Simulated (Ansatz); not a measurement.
BAs (model structure, started from the BeO type, P4₂/mnm, No. 136, 8 atoms in the cell) was calculated with LDA (plane waves, PAW; Ansatz, a program for electronic structure).

Numerical settings: plane-wave cutoff 520 eV, 6×6×10 k mesh (along the axes of the cell as run), Fermi–Dirac smearing 0.01 eV, scalar-relativistic PAW data made under PBE.

Cell (relaxed with PBEsol):

```
CELL_PARAMETERS angstrom
      5.83729     0.00000     0.00000
      0.00000     5.83729     0.00000
      0.00000     0.00000     3.36177
ATOMIC_POSITIONS crystal
  B  0.32270 0.67730 0.00000
  B  0.67730 0.32270 0.00000
  B  0.82270 0.82270 0.50000
  B  0.17730 0.17730 0.50000
  As 0.31842 0.31842 0.00000
  As 0.68158 0.68158 0.00000
  As 0.18158 0.81842 0.50000
  As 0.81842 0.18158 0.50000
```

**Question.** Predict the band gap and smallest direct gap on the k points sampled.

**Answer.** 
- band gap: 0.65 eV (indirect)
- smallest direct gap on the k points sampled: 1.13 eV

Note: the relaxation could raise the start's symmetry but not lower it, so the cell can be a saddle point; cell and atoms aren't relaxed at this level (pressure -3.0 GPa).

Spin–orbit coupling is not included.

Computed values are for the static lattice.

Cost on a shared machine: about 40 core-seconds (a rough figure).

A model structure was made by putting elements into a prototype or built by hand; it is no filed structure, need not be a known phase, and can be a saddle point held by its symmetry.
